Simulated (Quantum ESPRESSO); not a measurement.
## How a calculation on LaAu (Cmcm, 4 atoms in the cell) responds to its settings

```yaml
crystal:
  lattice:
    - [1.99633, -5.78031, 0.00000]
    - [1.99633, 5.78031, 0.00000]
    - [0.00000, 0.00000, 4.79286]
  atoms:
    - { symbol: La, position: [0.86498, 0.13502, 0.75000] }
    - { symbol: La, position: [0.13502, 0.86498, 0.25000] }
    - { symbol: Au, position: [0.58700, 0.41300, 0.75000] }
    - { symbol: Au, position: [0.41300, 0.58700, 0.25000] }
```

Base run A: LDA (PZ), GBRV 1.5 ultrasoft (LDA) pseudopotentials in Quantum ESPRESSO, self-consistent single point.

Its settings: ecutwfc = 40 Ry; ecutrho = 320 Ry; occupations = smearing; smearing = marzari-vanderbilt; degauss = 0.0099958 Ry; potentials = {La: la_lda_v1.uspp.F.UPF, Au: au_lda_v1.uspp.F.UPF}; K_POINTS = automatic 7 7 6 1 1 1; conv_thr = 1e-11 Ry; mixing_beta = 0.7.

The starting cell comes from a database of computed structures (which also holds hypothetical and non-ambient phases and stackings), without a prior relaxation at this level. In the base run, with a pressure of about -5 GPa the cell is away from its equilibrium volume at this level.

ΔF is the free energy per atom less that of run A. 

```json
[
 {"run": "A", "degauss, K_POINTS": "0.0099958 Ry, automatic 7 7 6 1 1 1", "ΔF (meV/atom)": "0.00", "pressure (GPa)": "-4.82", "largest force (eV/Å)": "0.097", "TS (meV/atom)": "-0.9", "k-points": "48"},
 {"run": "B", "degauss, K_POINTS": "0.002205 Ry, automatic 5 5 4 1 1 1", "ΔF (meV/atom)": "13.1", "pressure (GPa)": "-4.68", "largest force (eV/Å)": "0.094", "TS (meV/atom)": "0.1", "k-points": "18"},
 {"run": "C", "degauss, K_POINTS": "0.0073499 Ry, automatic 5 5 4 1 1 1", "ΔF (meV/atom)": "13.0", "pressure (GPa)": "-4.69", "largest force (eV/Å)": "0.080", "TS (meV/atom)": "-0.3", "k-points": "18"},
 {"run": "D", "degauss, K_POINTS": "0.02205 Ry, automatic 5 5 4 1 1 1", "ΔF (meV/atom)": "11.9", "pressure (GPa)": "-4.70", "largest force (eV/Å)": "0.074", "TS (meV/atom)": "5.2", "k-points": "18"},
 {"run": "E", "degauss, K_POINTS": "0.002205 Ry, automatic 6 6 5 1 1 1", "ΔF (meV/atom)": "0.91", "pressure (GPa)": "-4.69", "largest force (eV/Å)": "0.088", "TS (meV/atom)": "0.0", "k-points": "36"},
 {"run": "F", "degauss, K_POINTS": "0.0073499 Ry, automatic 6 6 5 1 1 1", "ΔF (meV/atom)": "1.06", "pressure (GPa)": "-4.66", "largest force (eV/Å)": "0.084", "TS (meV/atom)": "-0.2", "k-points": "36"},
 {"run": "G", "degauss, K_POINTS": "0.02205 Ry, automatic 6 6 5 1 1 1", "ΔF (meV/atom)": "2.4", "pressure (GPa)": "-4.68", "largest force (eV/Å)": "0.066", "TS (meV/atom)": "-3.9", "k-points": "36"},
 {"run": "H", "degauss, K_POINTS": "0.002205 Ry, automatic 7 7 6 1 1 1", "ΔF (meV/atom)": "-0.15", "pressure (GPa)": "-4.80", "largest force (eV/Å)": "0.094", "TS (meV/atom)": "-0.1", "k-points": "48"},
 {"run": "I", "degauss, K_POINTS": "0.0073499 Ry, automatic 7 7 6 1 1 1", "ΔF (meV/atom)": "-0.14", "pressure (GPa)": "-4.81", "largest force (eV/Å)": "0.090", "TS (meV/atom)": "-0.1", "k-points": "48"},
 {"run": "J", "degauss, K_POINTS": "0.02205 Ry, automatic 7 7 6 1 1 1", "ΔF (meV/atom)": "2.1", "pressure (GPa)": "-4.82", "largest force (eV/Å)": "0.097", "TS (meV/atom)": "-2.8", "k-points": "48"},
 {"run": "K", "degauss, K_POINTS": "0.002205 Ry, automatic 8 8 7 1 1 1", "ΔF (meV/atom)": "1.52", "pressure (GPa)": "-4.82", "largest force (eV/Å)": "0.106", "TS (meV/atom)": "0.0", "k-points": "80"},
 {"run": "L", "degauss, K_POINTS": "0.0073499 Ry, automatic 8 8 7 1 1 1", "ΔF (meV/atom)": "2.3", "pressure (GPa)": "-4.83", "largest force (eV/Å)": "0.103", "TS (meV/atom)": "-1.6", "k-points": "80"},
 {"run": "M", "degauss, K_POINTS": "0.02205 Ry, automatic 8 8 7 1 1 1", "ΔF (meV/atom)": "4.1", "pressure (GPa)": "-4.78", "largest force (eV/Å)": "0.081", "TS (meV/atom)": "1.1", "k-points": "80"}
]
```

Run I against A: The free energy hardly moves (within 1 meV/atom), the pressure hardly changes (-4.82 to -4.81 GPa) and the largest force goes from 0.097 to 0.090 eV/Å.

Run K against A: The free energy rises by 1.5 meV/atom, the pressure stays at -4.82 GPa and the largest force goes from 0.097 to 0.106 eV/Å.
